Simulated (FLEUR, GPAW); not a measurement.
A GPAW input for a self-consistent single point of WS₂ (P-6m2, 3 atoms in the cell) (DFT LDA (Perdew-Wang 92), plane waves, GPAW PAW datasets LDA (gpaw-data 1.0.1)):

```python
from ase import Atoms
from ase.units import GPa
from gpaw import GPAW

atoms = Atoms(['W', 'S', 'S'],
              cell=[[3.153913, 0.000000, 0.000000],
                    [-1.576957, 2.731369, 0.000000],
                    [0.000000, 0.000000, 16.792940]],
              positions=[[0.000000, 0.000000, 0.000000],
                         [-0.000002, 1.820914, 15.247990],
                         [-0.000002, 1.820914, 1.544950]],
              pbc=True)

calc = GPAW(mode={'name': 'pw', 'ecut': 550},
            xc='LDA',
            kpts={'size': (6, 6, 1), 'gamma': True},
            occupations={'name': 'fermi-dirac', 'width': 0.0},
            nbands=-8,
            convergence={'bands': -6},
            symmetry={'symmorphic': False, 'tolerance': 0.0005},
            maxiter=120)

atoms.calc = calc

energy = atoms.get_potential_energy()
print('Energy (eV):', round(energy, 6))
forces = atoms.get_forces()
print('Forces (eV/Ang):')
print(forces.round(5))
stress = atoms.get_stress()
print('Stress (GPa, Voigt):', (stress / GPa).round(4))
```

**Question.** Translate this input to FLEUR.

**Answer.** One input that does it (others would too):

Input of the input generator:

```
scf WS2
&input film=f /
5.9600320317 0.0000004166 0.0000000000
-2.9800163766 5.1615389385 0.0000000000
0.0000000000 0.0000000000 31.7340574273
1.0
1.0 1.0 1.0

3
74 -0.0000002222 0.0000002222 0.0000000000
16 0.3333331111 0.6666668889 0.9080000000
16 0.3333331111 0.6666668889 0.0920000000

&comp jspins=1 /
&exco xctyp='pz' /
&kpt div1=6 div2=6 div3=1 gamma=t /
&end /
```

```xml
<?xml version="1.0" encoding="UTF-8" standalone="no"?>
<fleurInput fleurInputVersion="0.39">
   <comment>
      scf WS2                                                                                             
   </comment>
   <calculationSetup>
      <cutoffs Kmax="4.0" Gmax="14.0" GmaxXC="14.0" numbands="0"/>
      <scfLoop itmax="80" minDistance="0.00001" maxIterBroyd="99" imix="Anderson" alpha="0.05" precondParam="0.0" spinf="2.0"/>
      <coreElectrons ctail="T" frcor="F" kcrel="0" coretail_lmax="0"/>
      <xcFunctional name="pz" relativisticCorrections="F"/>
      <magnetism jspins="1"/>
      <soc l_soc="F" theta="0.0" phi="0.0" spav="F"/>
      <expertModes spex="0" secvar="F"/>
      <geometryOptimization l_f="T" forcealpha="1.0" forcemix="BFGS" epsdisp="0.00001" epsforce="0.00001"/>
      <ldaU l_linMix="F" mixParam="0.05" spinf="1.0"/>
   </calculationSetup>
   <cell>
      <bzIntegration valenceElectrons="26.0" mode="hist" fermiSmearingEnergy="0.0001">
         <kPointListSelection listName="default-1"/>
         <!-- k-points included here -->
         <xi:include xmlns:xi="http://www.w3.org/2001/XInclude" href="kpts.xml"> </xi:include>
      </bzIntegration>
      <!-- symmetry operations included here -->
      <xi:include xmlns:xi="http://www.w3.org/2001/XInclude" href="sym.xml"> </xi:include>
      <bulkLattice scale="1.0">
         <bravaisMatrix>
            <row-1>    5.9600320317000000     0.0000004166000000     0.0000000000000000</row-1>
            <row-2>   -2.9800163766000001     5.1615389384999997     0.0000000000000000</row-2>
            <row-3>    0.0000000000000000     0.0000000000000000    31.7340574273000016</row-3>
         </bravaisMatrix>
      </bulkLattice>
   </cell>
   <atomSpecies>
      <species name="Tungsten (W)" element="W" atomicNumber="74">
         <mtSphere radius="2.50" gridPoints="879" logIncrement="0.015"/>
         <atomicCutoffs lmax="10" lnonsphr="8"/>
         <electronConfig flipSpins="F">
            <coreConfig>(1s1/2) (2s1/2) (2p1/2) (2p3/2) (3s1/2) (3p1/2) (3p3/2) (4s1/2) (3d3/2) (3d5/2) (4p1/2) (4p3/2) (4d3/2) (4d5/2) (4f5/2) (4f7/2)</coreConfig>
            <valenceConfig>(5s1/2) (5p1/2) (5p3/2) (6s1/2) (5d3/2) (5d5/2)</valenceConfig>
            <stateOccupation state="(5d3/2)" spinUp="0.8" spinDown="0.8"/>
            <stateOccupation state="(5d5/2)" spinUp="1.2" spinDown="1.2"/>
         </electronConfig>
         <energyParameters s="6" p="6" d="5" f="5"/>
         <lo type="SCLO" l="0" n="5" eDeriv="0"/>
         <lo type="SCLO" l="1" n="5" eDeriv="0"/>
      </species>
      <species name="Sulfur (S)" element="S" atomicNumber="16">
         <mtSphere radius="1.63" gridPoints="575" logIncrement="0.02"/>
         <atomicCutoffs lmax="6" lnonsphr="4"/>
         <electronConfig flipSpins="F">
            <coreConfig>(1s1/2) (2s1/2) (2p1/2) (2p3/2)</coreConfig>
            <valenceConfig>(3s1/2) (3p1/2) (3p3/2)</valenceConfig>
            <stateOccupation state="(3p1/2)" spinUp="0.6666666666667" spinDown="0.6666666666667"/>
            <stateOccupation state="(3p3/2)" spinUp="1.3333333333333" spinDown="1.3333333333333"/>
         </electronConfig>
         <energyParameters s="3" p="3" d="3" f="4"/>
      </species>
   </atomSpecies>
   <atomGroups>
      <atomGroup species="Tungsten (W)">
         <relPos label="                   1">.0000000000 .0000000000 .0000000000</relPos>
         <force calculate="T" relaxXYZ="TTT"/>
      </atomGroup>
      <atomGroup species="Sulfur (S)">
         <relPos label="                   2">1.000/3.000 -1.000/3.000 -.0920000000</relPos>
         <relPos label="                   3">1.000/3.000 -1.000/3.000 .0920000000</relPos>
         <force calculate="T" relaxXYZ="TTT"/>
      </atomGroup>
   </atomGroups>
   <output dos="F" band="F" slice="F">
      <checks vchk="F" cdinf="F"/>
      <bandDOS minEnergy="-.5*Htr" maxEnergy="0.5*Htr" sigma="0.015" storeEVData="T"/>
      <vacuumDOS vacdos="F" integ="F" star="F" nstars="0" locx1="0.0" locy1="0.0" locx2="0.0" locy2="0.0" nstm="0" tworkf="0.0"/>
      <unfoldingBand unfoldBand="F" supercellX="1" supercellY="1" supercellZ="1"/>
      <plotting iplot="0" polar="F">
         <plot TwoD="T" vec1="  1.0  0.0  0.0" vec2="  0.0  1.0  0.0" vec3="  0.0  0.0  1.0" zero="  0.0  0.0  0.0" file="plot"/>
      </plotting>
      <chargeDensitySlicing numkpt="0" minEigenval="0.0" maxEigenval="0.0" nnne="0" pallst="F"/>
      <specialOutput eonly="F"/>
      <magneticCircularDichroism mcd="F" energyLo="-10.0" energyUp="0.0"/>
   </output>
  <!-- We include the file relax.xml here to enable relaxations (see documentation) -->
  <xi:include xmlns:xi="http://www.w3.org/2001/XInclude" href="relax.xml"> <xi:fallback/> </xi:include>
</fleurInput>
```

Basis, cutoffs, solver keys and any potentials are the target program's own. This input uses DFT, LDA (Perdew-Zunger), all-electron FLAPW (FLEUR), scalar-relativistic valence. LDA parametrisations can differ slightly between programs.

The starting cell comes from a database of computed structures (which also holds hypothetical and non-ambient phases and stackings), without a prior relaxation at this level. Its lattice was rescaled by a random factor within 2.5 % of one.
